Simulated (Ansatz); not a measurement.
Given:

```
CELL_PARAMETERS angstrom
      4.91497     0.00000     0.00000
      0.00000     5.43130     0.00000
      2.45748     0.00000     4.25649
ATOMIC_POSITIONS crystal
  Si 0.46891 0.00000 0.53109
  Si 0.00000 0.66667 0.46891
  Si 0.53109 0.33333 0.00000
  O  0.58661 0.21511 0.26922
  O  0.14417 0.88178 0.58661
  O  0.26922 0.54844 0.14417
  O  0.73078 0.78489 0.41339
  O  0.41339 0.11822 0.85583
  O  0.85583 0.45156 0.73078
```

The cell is taken as given.

Transport runs along the normal of the first two printed cell vectors, the (100) plane of the conventional cell.

The gap is the functional's own. No spin-orbit coupling. Mid-gap values are those at the computed energy nearest the middle.

### Question
Estimate the band gap and the smallest decay constant κ at mid-gap that Ansatz (an electronic-structure program) with r2SCAN returns for this system.

### Answer
Gap 6.61 eV on a 8×6×8 mesh; κ = 0.503 1/Å, at the zone centre.
